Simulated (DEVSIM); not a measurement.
Device: Cr/AlN/p-GaAs capacitor, at 400 K.

```
layer (left to right)  material  thickness (nm)  Na (cm⁻³)
---------------------  --------  --------------  ---------
1                           AlN            25.0          -
2                          GaAs            2200     8.3e16
```

Metal gate on the left, work function 4.5 eV. Fixed charge at the semiconductor interface -1.1e11 cm⁻² (in units of +e); interface traps 1e10 cm⁻² eV⁻¹, uniform in energy, neutral level at 0.3 of the gap above the valence band.

Constants are typed, rounded textbook-type inputs, not results; the design itself was drawn at random and stands for no fabricated device. Values at 300 K; Nc and Nv go as T^1.5, mobilities as T to minus their exponent, the gap by Varshni's rule with the affinity fixed.

| parameter | AlN | GaAs |
|---|---|---|
| gap (eV) | 6.1 | 1.424 |
| affinity (eV) | 1.9 | 4.07 |
| permittivity | 8.5 | 12.9 |
| Nc (cm⁻³) | - | 4.7e17 |
| Nv (cm⁻³) | - | 9e18 |
| Varshni α (eV/K) | - | 0.000541 |
| Varshni β (K) | - | 204 |

Model (solved in DEVSIM): 1D Poisson equation in equilibrium, Boltzmann statistics, complete ionisation; no quantum confinement or tunnelling. Metal contacts follow the ideal Schottky-Mott rule: no Fermi-level pinning, no interface dipoles.

Tabulate band edges, carrier densities and field at 0.2 V on the gate.

Energies count from the Fermi level of the right contact; mesh points crowd at the junctions.

```json
[
 {"x (μm)": "0.000", "Ec (eV)": "2.400", "Ev (eV)": "-3.700", "n (cm⁻³)": "< 1e2", "p (cm⁻³)": "< 1e2", "field (V/cm)": "180000"},
 {"x (μm)": "0.001398", "Ec (eV)": "2.426", "Ev (eV)": "-3.674", "n (cm⁻³)": "< 1e2", "p (cm⁻³)": "< 1e2", "field (V/cm)": "180000"},
 {"x (μm)": "0.004491", "Ec (eV)": "2.483", "Ev (eV)": "-3.617", "n (cm⁻³)": "< 1e2", "p (cm⁻³)": "< 1e2", "field (V/cm)": "180000"},
 {"x (μm)": "0.01078", "Ec (eV)": "2.598", "Ev (eV)": "-3.502", "n (cm⁻³)": "< 1e2", "p (cm⁻³)": "< 1e2", "field (V/cm)": "180000"},
 {"x (μm)": "0.02045", "Ec (eV)": "2.776", "Ev (eV)": "-3.324", "n (cm⁻³)": "< 1e2", "p (cm⁻³)": "< 1e2", "field (V/cm)": "180000"},
 {"x (μm)": "0.02349", "Ec (eV)": "2.832", "Ev (eV)": "-3.268", "n (cm⁻³)": "< 1e2", "p (cm⁻³)": "< 1e2", "field (V/cm)": "180000"},
 {"x (μm)": "0.02499", "Ec (eV)": "2.860", "Ev (eV)": "-3.240", "n (cm⁻³)": "< 1e2", "p (cm⁻³)": "< 1e2", "field (V/cm)": "160000"},
 {"x (μm)": "0.02716", "Ec (eV)": "0.712", "Ev (eV)": "-0.665", "n (cm⁻³)": "7.7e8", "p (cm⁻³)": "5.8e10", "field (V/cm)": "100000"},
 {"x (μm)": "0.03157", "Ec (eV)": "0.756", "Ev (eV)": "-0.621", "n (cm⁻³)": "2.1e8", "p (cm⁻³)": "2.1e11", "field (V/cm)": "98000"},
 {"x (μm)": "0.04128", "Ec (eV)": "0.846", "Ev (eV)": "-0.531", "n (cm⁻³)": "1.6e7", "p (cm⁻³)": "2.8e12", "field (V/cm)": "86000"},
 {"x (μm)": "0.06450", "Ec (eV)": "1.015", "Ev (eV)": "-0.362", "n (cm⁻³)": "120000", "p (cm⁻³)": "3.8e14", "field (V/cm)": "59000"},
 {"x (μm)": "0.1440", "Ec (eV)": "1.197", "Ev (eV)": "-0.181", "n (cm⁻³)": "610", "p (cm⁻³)": "7.3e16", "field (V/cm)": "2400"},
 {"x (μm)": "0.3041", "Ec (eV)": "1.201", "Ev (eV)": "-0.176", "n (cm⁻³)": "540", "p (cm⁻³)": "8.3e16", "field (V/cm)": "≈ 0"},
 {"x (μm)": "0.6555", "Ec (eV)": "1.201", "Ev (eV)": "-0.176", "n (cm⁻³)": "540", "p (cm⁻³)": "8.3e16", "field (V/cm)": "≈ 0"},
 {"x (μm)": "1.586", "Ec (eV)": "1.201", "Ev (eV)": "-0.176", "n (cm⁻³)": "540", "p (cm⁻³)": "8.3e16", "field (V/cm)": "≈ 0"},
 {"x (μm)": "1.942", "Ec (eV)": "1.201", "Ev (eV)": "-0.176", "n (cm⁻³)": "540", "p (cm⁻³)": "8.3e16", "field (V/cm)": "≈ 0"},
 {"x (μm)": "2.104", "Ec (eV)": "1.201", "Ev (eV)": "-0.176", "n (cm⁻³)": "540", "p (cm⁻³)": "8.3e16", "field (V/cm)": "≈ 0"},
 {"x (μm)": "2.172", "Ec (eV)": "1.201", "Ev (eV)": "-0.176", "n (cm⁻³)": "540", "p (cm⁻³)": "8.3e16", "field (V/cm)": "≈ 0"},
 {"x (μm)": "2.208", "Ec (eV)": "1.201", "Ev (eV)": "-0.176", "n (cm⁻³)": "540", "p (cm⁻³)": "8.3e16", "field (V/cm)": "≈ 0"},
 {"x (μm)": "2.218", "Ec (eV)": "1.201", "Ev (eV)": "-0.176", "n (cm⁻³)": "540", "p (cm⁻³)": "8.3e16", "field (V/cm)": "≈ 0"},
 {"x (μm)": "2.223", "Ec (eV)": "1.201", "Ev (eV)": "-0.176", "n (cm⁻³)": "540", "p (cm⁻³)": "8.3e16", "field (V/cm)": "≈ 0"},
 {"x (μm)": "2.225", "Ec (eV)": "1.201", "Ev (eV)": "-0.176", "n (cm⁻³)": "540", "p (cm⁻³)": "8.3e16", "field (V/cm)": "≈ 0"}
]
```
